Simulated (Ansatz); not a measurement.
Bi2Se3, pressure series

The parent structure is Bi2Se3 in the Bi2Te3 type structure (space group R-3m, No. 166; a = 4.1443 Å, c = 28.4480 Å (hexagonal axes)).

Cell and atoms are relaxed at each pressure.

Calculations: PBE-D3(BJ) (Ansatz, a first-principles code), no spin-orbit coupling.

Notes on the quantities. enthalpy: H = E + PV relative to the base's energy.

```json
[
 {"change": "base", "enthalpy": "–", "band gap": "0.16 eV", "volume per atom": "28.21 Å³"},
 {"change": "pressure −1 GPa", "enthalpy": "-0.18 eV/atom", "band gap": "0.28 eV", "volume per atom": "29.17 Å³"},
 {"change": "pressure 0.3 GPa", "enthalpy": "+0.05 eV/atom", "band gap": "0.14 eV", "volume per atom": "28.00 Å³"},
 {"change": "pressure 0.7 GPa", "enthalpy": "+0.12 eV/atom", "band gap": "0.12 eV", "volume per atom": "27.74 Å³"},
 {"change": "pressure 1.5 GPa", "enthalpy": "+0.26 eV/atom", "band gap": "0.08 eV", "volume per atom": "27.25 Å³"},
 {"change": "pressure 3 GPa", "enthalpy": "+0.51 eV/atom", "band gap": "zero", "volume per atom": "26.52 Å³"},
 {"change": "pressure 5 GPa", "enthalpy": "+0.84 eV/atom", "band gap": "zero", "volume per atom": "25.73 Å³"},
 {"change": "pressure 7.5 GPa", "enthalpy": "+1.23 eV/atom", "band gap": "zero", "volume per atom": "24.91 Å³"}
]
```

Spin-orbit coupling, missing from the scalar runs, can matter with Bi. Load acts through the strain it causes; cell and atoms are relaxed under it. No phonon test of stability was made. Competing high-pressure phases were not computed. The final runs are not spin-polarised. Gaps under 0.05 eV, about the width of the smearing, are given as zero. A zero or small gap of Bi2Se3 can be the functional's error rather than a property of the material.
